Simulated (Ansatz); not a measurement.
# CsSnI3: energy against volume

CsSnI3 (cubic perovskite, Pm-3m, 43.862 Å³/atom and stress up to 0.01 GPa in the relaxed cell, cube axes along x, y and z) under an equal strain ε along all three axes. LDA in Ansatz, a plane-wave DFT program (PAW, default set), 420 eV, 8×8×8 Γ-centred mesh, Fermi-Dirac smearing 0.05 eV; ions are relaxed, or left where forces stay under 0.02 eV/Å, within the symmetry of each cell. Against the start cell, which lies near the measured one, the relaxed cell differs by -8.9 % in volume; the values below rest on it.

Here V stands for volume and E for E less E0.

| volume (Å³/atom) | E less E0 (meV/atom) | pressure (GPa) |
|---|---|---|
| 41.5362 | 9.11 | 1.32 |
| 42.3022 | 3.96 | 0.84 |
| 43.0776 | 0.97 | 0.40 |
| 43.8624 | 0.00 | 0.00 |
| 44.6567 | 0.91 | -0.36 |
| 45.4605 | 3.57 | -0.69 |
| 46.2738 | 7.85 | -0.99 |
| 47.9296 | ? | ? |

Problem. Using the third-order Birch-Murnaghan form, a cubic in V^(-2/3), estimate the missing E at V = 47.9296 from the other rows, showing the fit.

Solution. With u = V^(-2/3) - 0.0804, the rows have u = 0.0029775, 0.0019679, 0.0009765, 0.0000029, -0.0009534, -0.0018926, -0.0028152. Least squares gives E = 0.001 + 2.2·u + 1008518·u² + 6140481·u³. Residuals (row less fit): -0.001, 0.002, -0.001, -0.001, 0.000, 0.002, -0.001; standard error 0.002 (degrees of freedom: 3). Its minimum lies at u = -0.0000011, so V0 = (0.0803989)^(-3/2) = 43.87. There d²E/du² = 2017000 and d³E/du³ = 3.684e7, so B0 = (4/9) × 43.87^(-7/3) × 2017000 × 0.160218 = 21.2 GPa (the last factor turns the table's units into GPa), and B0' = 4 + (2/3) × 0.0803989 × (3.684e7)/2017000 = 5.0. B0' rests on the cubic coefficient alone and has a standard error of 0.1 from these residuals. At the withheld row, u = -0.0046125, so E = 0.001 + 2.2 × (-0.0046125) + 1008518 × (-0.0046125)² + 6140481 × (-0.0046125)³ = 20.845 meV/atom. The calculation gives 20.90 meV/atom, 0.055 meV/atom above the prediction (0.3 % of the range of E in the table). The row lies outside the fitted rows, so this is an extrapolation. The scatter of the fitted rows lies at the last printed digit.

This level leaves no gap over 0.05 eV at strain -1.80, -1.20, -0.60, 0.00, 0.60 %. The primitive cell can neither tilt nor turn polar against its symmetry, as such crystals can under strain. Spin-orbit coupling is left out, which can shift these values for the heavy elements here. Other structures, which can take over under pressure, weren't tried. The same form fitted to the pressure column gives B0' = 4.8; series where the two differ by over 0.4 aren't shown. CsSnI3 is here the ideal cubic form; the compound distorts at low or room temperature. Rows are the converged runs of the series near zero and its far end, less any whose ions stayed unrelaxed beside relaxed ones; series whose fitted rows scatter by over a few per cent of the range, as at a crossing or softening among them, aren't shown in this form.
